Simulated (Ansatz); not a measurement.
A geometry from early in the relaxation of a constructed model of the (110) surface of bcc W, a layer of Au in place of the second plane (bottom of the slab: a bare face, its two planes held).

```yaml
crystal:
  lattice:
    - [2.75768, 0.00000, 0.00000]
    - [-0.91923, 2.59996, 0.00000]
    - [0.00000, 0.00000, 27.00000]
  atoms:
    - { symbol: W, position: [0.50000, 0.50000, 0.29729] }
    - { symbol: W, position: [0.00000, 0.00000, 0.38069] }
    - { symbol: W, position: [0.50000, 0.50000, 0.46408] }
    - { symbol: W, position: [0.00000, 0.00000, 0.54747] }
    - { symbol: Au, position: [0.50000, 0.50000, 0.62509] }
    - { symbol: W, position: [0.00000, 0.00000, 0.70271] }
```

Slab: 6 atoms, 10.9 Å thick at the start with caps and adatoms (thin: gaps and levels are the slab's own); k 14x14x1, smearing 0.1 eV, dipole-corrected; one frame; held to the start's symmetry, so lower structures may exist; no spin, no spin-orbit, no U.

Task: Which of the free atoms feel forces over three tenths of the largest in Ansatz (a quantum-chemistry and plane-wave program) with PBE, and what are they? Held atoms (counted from 1): 1, 2.

Result: 

```json
[
 {"atom": "W4", "Fx (eV/Å)": "0.00", "Fy": "0.00", "Fz": "-2.84"},
 {"atom": "W6", "Fx (eV/Å)": "0.00", "Fy": "0.00", "Fz": "2.48"}
]
```
